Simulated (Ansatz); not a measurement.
Base system: MoS$_{2}$ in the 2H-MoS2 type structure (space group P6_3/mmc, No. 194; a = 3.109 Å, c = 11.709 Å; layered, stacked along the Cartesian z axis).

Levels (all Ansatz, a first-principles code, PAW, earlier PAW set): PBEsol-D3(BJ) (420 eV, no SOC); r2SCAN (500 eV, scalar-relativistic without spin-orbit coupling).

Its gap is 0.52 eV with PBEsol-D3(BJ) and 0.68 eV with r2SCAN.

Modification: every lattice vector is stretched by 2.55 %; the atoms relax in the strained cell.

With PBEsol-D3(BJ) the gap becomes 0.69 eV.

Q: If the r2SCAN correction stayed the same, what would the r2SCAN gap be, and what does the r2SCAN run give?

A: A rigid correction of +0.16 eV gives 0.85 eV. The r2SCAN run gives 0.79 eV, so the correction itself changes by -0.06 eV.

Single points use the geometry relaxed with PBEsol-D3(BJ). No phonon test of stability was made.
